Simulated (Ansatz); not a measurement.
**CsPbCl3: stress against strain**

CsPbCl3 (cubic perovskite, Pm-3m, 33.655 Å³/atom at rest, cube axes along x, y and z) under a strain ε along a cube axis (axis z), the other axes held. LDA in Ansatz, a plane-wave DFT program (PAW, default set), 420 eV, 6×6×6 Γ-centred mesh, Fermi-Dirac smearing 0.05 eV; ions are relaxed within the symmetry of each cell. Stress is positive for a compressed cell.

Here s stands for strain and y for stress zz.

| strain (%) | stress zz (GPa) |
|---|---|
| -1.20 | 0.91 |
| -0.60 | 0.44 |
| 0.00 | 0.00 |
| 0.60 | -0.41 |
| 1.20 | -0.79 |
| 3.00 | ? |

Task: Fit y against s with a straight line, and predict the withheld value at s = 3.00.

Result: Means: s 0, y 0.030. About the means, the sum of products is -2.5500 and the sum of squares of s is 3.6000; the slope is their ratio. Least squares gives y = 0.030 - 0.7083·s. Residuals (row less fit): 0.030, -0.015, -0.030, -0.015, 0.030; standard error 0.032 (degrees of freedom: 3). The slope gives the elastic constant C11 = 71 ± 1.7 GPa. At the withheld row, y = 0.030 - 0.7083 × 3.0 = -2.095 GPa. The calculation gives -1.78 GPa, 0.315 GPa above the prediction (11.7 % of the range of y in the table). The row lies outside the fitted rows, so this is an extrapolation. From the scatter of the fitted rows alone, a prediction at this place has a standard error of 0.062 GPa, so the miss is 5.1 times that.

One order more, fitted to all 11 runs of the series, follows each within 0.01, so the miss is the next term of a smooth law. The primitive cell can neither tilt nor turn polar against its symmetry, as such crystals can under strain. CsPbCl3 is here the ideal cubic form; the compound distorts at low or room temperature. Rows are the converged runs of the series near zero and its far end; series whose fitted rows scatter by over a few per cent of the range, as at a crossing or softening among them, aren't shown in this form. Most that stay on the fit to the last digits aren't either.
